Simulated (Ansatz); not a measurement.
The starting structures come from a database of crystals and need not be the phases stable at ambient conditions.

Tunnelling through a barrier is set by its complex band structure: the current falls as exp(−2κd) with the smallest κ.

Here is the system:

```
CELL_PARAMETERS angstrom
      5.65137     0.00000     0.00000
      0.00000    10.49191     0.00000
      0.00000     0.00000     6.67455
ATOMIC_POSITIONS crystal
  Li 0.99977 0.88932 0.56082
  Li 0.00023 0.11068 0.43918
  Li 0.00023 0.61068 0.06082
  Li 0.99977 0.38932 0.93918
  Li 0.50023 0.38932 0.93918
  Li 0.49977 0.61068 0.06082
  Li 0.49977 0.11068 0.43918
  Li 0.50023 0.88932 0.56082
  H  0.75000 0.54420 0.77416
  H  0.25000 0.45580 0.22584
  H  0.25000 0.95580 0.27416
  H  0.75000 0.04420 0.72584
  I  0.75000 0.67471 0.41599
  I  0.25000 0.32529 0.58401
  I  0.25000 0.82529 0.91599
  I  0.75000 0.17471 0.08401
  O  0.75000 0.51885 0.91597
  O  0.25000 0.48115 0.08403
  O  0.25000 0.98115 0.41597
  O  0.75000 0.01885 0.58403
```

Space group of this cell: Pnma. The cell is taken as given; by r2SCAN its mean pressure is -1.3 GPa.

Transport runs along the normal of the first two printed cell vectors.

The gap is the functional's own. No spin-orbit coupling. Mid-gap values are interpolated on the energy grid.

State the band gap and the smallest decay constant κ at mid-gap according to Ansatz (a quantum-chemistry and plane-wave program) with r2SCAN.

Gap 4.91 eV on a 6×4×6 mesh; κ = 0.375 1/Å, at the zone centre.
